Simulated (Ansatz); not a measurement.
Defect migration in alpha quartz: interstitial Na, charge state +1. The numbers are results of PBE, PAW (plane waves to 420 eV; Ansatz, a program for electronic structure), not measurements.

Cell of 243 host sites held at the relaxed PBE lattice; the Γ point alone; Fermi-Dirac width 0.01 eV, spin-restricted; finite-size errors left in. Energies are static. The charge state is imposed; whether it is stable for some Fermi level was not computed. Sites that were not tried may lie lower.

Barriers: single points on a 2×2×2 k-point mesh shifted by half a step along c at the bands' geometries.

Relaxed starting cell (atoms counted from 1):

```
CELL_PARAMETERS angstrom
     15.06338     0.00000     0.00000
     -7.53169    13.04527     0.00000
      0.00000     0.00000    16.52854
ATOMIC_POSITIONS crystal
  Si 0.00128 0.15846 0.11252
  Si 0.99723 0.15949 0.44376
  Si 0.00125 0.16144 0.77625
  Si 0.99520 0.49121 0.10775
  Si 0.99789 0.49233 0.44484
  Si 0.99802 0.49546 0.78138
  Si 0.00323 0.83091 0.11125
  Si 0.99966 0.82595 0.44464
  Si 0.99935 0.82466 0.77849
  Si 0.33378 0.15950 0.11074
  Si 0.33606 0.14720 0.44369
  Si 0.33191 0.16095 0.77540
  Si 0.33240 0.49238 0.11108
  Si 0.32588 0.50454 0.44163
  Si 0.33337 0.49007 0.77549
  Si 0.33161 0.82410 0.10956
  Si 0.33298 0.82415 0.44354
  Si 0.33199 0.82369 0.77925
  Si 0.66742 0.15667 0.10964
  Si 0.66657 0.15858 0.44413
  Si 0.66653 0.15057 0.78207
  Si 0.66617 0.49391 0.11233
  Si 0.66656 0.49287 0.44577
  Si 0.66536 0.49173 0.77650
  Si 0.66634 0.82207 0.11272
  Si 0.66758 0.82609 0.44395
  Si 0.66976 0.82937 0.77937
  Si 0.17439 0.17471 0.99997
  Si 0.17820 0.17722 0.33783
  Si 0.17681 0.17827 0.66192
  Si 0.17259 0.50795 0.00019
  Si 0.16837 0.50883 0.32964
  Si 0.17120 0.50844 0.67167
  Si 0.17838 0.84680 0.99951
  Si 0.17272 0.83971 0.33279
  Si 0.17402 0.83993 0.66877
  Si 0.50741 0.17268 0.99986
  Si 0.50827 0.17120 0.32845
  Si 0.50829 0.16856 0.67019
  Si 0.50657 0.50675 0.99990
  Si 0.49773 0.50335 0.33805
  Si 0.50323 0.49817 0.66204
  Si 0.50380 0.83480 0.00165
  Si 0.50855 0.84169 0.33299
  Si 0.50837 0.84092 0.66953
  Si 0.84640 0.17857 0.00046
  Si 0.83994 0.17427 0.33129
  Si 0.83937 0.17301 0.66703
  Si 0.83449 0.50384 0.99828
  Si 0.84055 0.50866 0.33035
  Si 0.84151 0.50880 0.66698
  Si 0.84257 0.84276 0.99998
  Si 0.84246 0.84290 0.33315
  Si 0.84281 0.84275 0.66669
  Si 0.16075 0.00150 0.22391
  Si 0.15905 0.99720 0.55628
  Si 0.15807 0.00156 0.88749
  Si 0.16090 0.33237 0.22444
  Si 0.14683 0.33612 0.55626
  Si 0.15935 0.33423 0.88934
  Si 0.15035 0.66699 0.21762
  Si 0.15836 0.66661 0.55578
  Si 0.15638 0.66780 0.89032
  Si 0.49502 0.99811 0.21866
  Si 0.49204 0.99827 0.55500
  Si 0.49098 0.99540 0.89224
  Si 0.48983 0.33345 0.22457
  Si 0.50409 0.32633 0.55827
  Si 0.49195 0.33249 0.88876
  Si 0.49164 0.66560 0.22350
  Si 0.49276 0.66695 0.55433
  Si 0.49395 0.66648 0.88761
  Si 0.82451 0.99961 0.22154
  Si 0.82613 0.99998 0.55514
  Si 0.83081 0.00353 0.88866
  Si 0.82353 0.33219 0.22078
  Si 0.82384 0.33329 0.55629
  Si 0.82387 0.33185 0.89028
  Si 0.82898 0.66992 0.22038
  Si 0.82592 0.66775 0.55604
  Si 0.82182 0.66643 0.88732
  O  0.08578 0.13744 0.06903
  O  0.08975 0.14584 0.40633
  O  0.08737 0.14589 0.72855
  O  0.08290 0.47184 0.06822
  O  0.08298 0.47180 0.40116
  O  0.08868 0.47907 0.74395
  O  0.09138 0.81401 0.06955
  O  0.08523 0.80559 0.40246
  O  0.08462 0.80291 0.73699
  O  0.41870 0.13804 0.06871
  O  0.41174 0.12341 0.39183
  O  0.41468 0.13605 0.73346
  O  0.41675 0.47104 0.06776
  O  0.40340 0.46671 0.40499
  O  0.41307 0.46367 0.72906
  O  0.41247 0.79589 0.06849
  O  0.41897 0.80412 0.40143
  O  0.41724 0.80301 0.73640
  O  0.75459 0.13936 0.06678
  O  0.75230 0.13908 0.40105
  O  0.75091 0.13145 0.73633
  O  0.74867 0.46930 0.06955
  O  0.74921 0.47612 0.39614
  O  0.75292 0.47304 0.73596
  O  0.75338 0.80541 0.06868
  O  0.75227 0.80490 0.40107
  O  0.75360 0.80817 0.73480
  O  0.20197 0.28354 0.29390
  O  0.19939 0.28184 0.61013
  O  0.19485 0.28107 0.95816
  O  0.18396 0.61073 0.28490
  O  0.19267 0.61109 0.62365
  O  0.19308 0.61375 0.95749
  O  0.19695 0.94742 0.29127
  O  0.19333 0.94611 0.62704
  O  0.19953 0.95175 0.95459
  O  0.52547 0.27899 0.29246
  O  0.54009 0.27972 0.62997
  O  0.52710 0.27783 0.95637
  O  0.51984 0.60930 0.29553
  O  0.52194 0.60028 0.61480
  O  0.52817 0.61247 0.95651
  O  0.52925 0.94794 0.29092
  O  0.52610 0.94382 0.62355
  O  0.52473 0.94247 0.96234
  O  0.86168 0.28084 0.28938
  O  0.85603 0.27819 0.62581
  O  0.86653 0.28500 0.95901
  O  0.86573 0.61540 0.28705
  O  0.86231 0.61471 0.62418
  O  0.85306 0.60854 0.95502
  O  0.86220 0.94873 0.29092
  O  0.86474 0.94871 0.62314
  O  0.86460 0.94937 0.95772
  O  0.24868 0.05467 0.15484
  O  0.24923 0.04458 0.48739
  O  0.24318 0.05578 0.81604
  O  0.24884 0.38680 0.15551
  O  0.23422 0.40190 0.48684
  O  0.24879 0.38633 0.82073
  O  0.24070 0.72026 0.15046
  O  0.24926 0.71928 0.48854
  O  0.24431 0.71765 0.82027
  O  0.58422 0.04776 0.15004
  O  0.58303 0.05288 0.48809
  O  0.58265 0.04488 0.82535
  O  0.58097 0.39133 0.15885
  O  0.59154 0.38412 0.49082
  O  0.58222 0.38672 0.82122
  O  0.58528 0.71606 0.15842
  O  0.58228 0.72005 0.48667
  O  0.58568 0.72272 0.82166
  O  0.91357 0.05209 0.15288
  O  0.91448 0.05247 0.48563
  O  0.91941 0.05391 0.81888
  O  0.91171 0.38542 0.15168
  O  0.91527 0.38672 0.48942
  O  0.91178 0.38828 0.82132
  O  0.91834 0.72375 0.15240
  O  0.91400 0.71997 0.48670
  O  0.91289 0.71882 0.82021
  O  0.28062 0.19489 0.04184
  O  0.28211 0.19924 0.38881
  O  0.28309 0.20193 0.70583
  O  0.27783 0.52786 0.04364
  O  0.27953 0.54094 0.37002
  O  0.27914 0.52592 0.70756
  O  0.28486 0.86702 0.04094
  O  0.27790 0.85634 0.37400
  O  0.28067 0.86188 0.71066
  O  0.61330 0.19343 0.04257
  O  0.61135 0.19274 0.37586
  O  0.61021 0.18433 0.71496
  O  0.61213 0.52793 0.04331
  O  0.59958 0.52215 0.38572
  O  0.60914 0.52016 0.70453
  O  0.60837 0.85325 0.04506
  O  0.61435 0.86246 0.37596
  O  0.61514 0.86609 0.71276
  O  0.95131 0.19994 0.04557
  O  0.94630 0.19364 0.37275
  O  0.94677 0.19760 0.70925
  O  0.94212 0.52457 0.03750
  O  0.94344 0.52660 0.37647
  O  0.94777 0.52942 0.70899
  O  0.94929 0.86492 0.04214
  O  0.94832 0.86458 0.37671
  O  0.94847 0.86229 0.70907
  O  0.14453 0.08747 0.27126
  O  0.14421 0.08868 0.59432
  O  0.13711 0.08619 0.93082
  O  0.13619 0.41529 0.26636
  O  0.12309 0.41119 0.60901
  O  0.13808 0.41924 0.93139
  O  0.13169 0.75190 0.26298
  O  0.13877 0.75209 0.59919
  O  0.13929 0.75517 0.93305
  O  0.47816 0.08839 0.25629
  O  0.47143 0.08342 0.59850
  O  0.47148 0.08296 0.93188
  O  0.46366 0.41327 0.27104
  O  0.46671 0.40429 0.59472
  O  0.47066 0.41692 0.93201
  O  0.47288 0.75313 0.26401
  O  0.47583 0.74977 0.60356
  O  0.46927 0.74887 0.93048
  O  0.80271 0.08481 0.26311
  O  0.80610 0.08579 0.59723
  O  0.81384 0.09157 0.93046
  O  0.80286 0.41748 0.26355
  O  0.80394 0.41936 0.59842
  O  0.79547 0.41259 0.93133
  O  0.80788 0.75388 0.26487
  O  0.80490 0.75268 0.59869
  O  0.80513 0.75344 0.93137
  O  0.05565 0.24353 0.18397
  O  0.04374 0.24938 0.51293
  O  0.05433 0.24923 0.84544
  O  0.04453 0.58305 0.17451
  O  0.05259 0.58314 0.51187
  O  0.04736 0.58466 0.85003
  O  0.05345 0.91923 0.18123
  O  0.05241 0.91440 0.51398
  O  0.05172 0.91375 0.84716
  O  0.38605 0.24905 0.17925
  O  0.40137 0.23516 0.51288
  O  0.38644 0.24907 0.84418
  O  0.38669 0.58251 0.17871
  O  0.38414 0.59172 0.50921
  O  0.39131 0.58119 0.84121
  O  0.38788 0.91178 0.17870
  O  0.38651 0.91569 0.51032
  O  0.38515 0.91172 0.84846
  O  0.71752 0.24462 0.17965
  O  0.71892 0.24958 0.51132
  O  0.72022 0.24101 0.84909
  O  0.72228 0.58575 0.17820
  O  0.71985 0.58228 0.51348
  O  0.71581 0.58524 0.84169
  O  0.71869 0.91318 0.17980
  O  0.72009 0.91431 0.51316
  O  0.72376 0.91882 0.84726
  Na 0.32435 0.32485 0.49967
```
Cell charge +1.

End state 1 differs by these moves (Å; atoms that move under 0.25 Å are left out):

```tsv
atom	element	Δx	Δy	Δz
29	Si	-0.08	-0.28	-0.13
41	Si	0.18	0.25	-0.10
59	Si	0.31	0.04	-0.10
68	Si	-0.29	0.08	-0.13
83	O	-0.08	-0.26	-0.14
87	O	0.00	-0.20	-0.23
88	O	0.02	-0.24	-0.11
95	O	0.17	0.45	-0.06
119	O	-0.25	-0.05	-0.21
121	O	0.26	0.16	-0.27
140	O	0.47	-0.07	-0.06
147	O	-0.20	0.14	-0.11
149	O	-0.27	0.07	-0.14
151	O	-0.17	0.10	-0.23
164	O	-0.02	-0.42	-0.22
176	O	0.22	0.22	-0.17
178	O	0.03	0.23	-0.11
190	O	-0.17	-0.19	-0.21
194	O	0.26	0.15	-0.27
218	O	0.30	0.08	-0.17
222	O	0.21	-0.08	-0.11
227	O	-0.37	0.20	-0.22
244	Na	0.20	0.12	-1.83
```

Q: What forward and backward barriers to end state 1 does PBE, PAW give?

A: forward 0.11 eV, backward 0.11 eV; at the saddle point atom 244 has neighbours 2 O at 2.20, 2 O at 2.22; Si at 2.79, Si at 2.83 Å. The saddle point's order was not checked, and it lies on a symmetry element of the cell, where a band can be held.
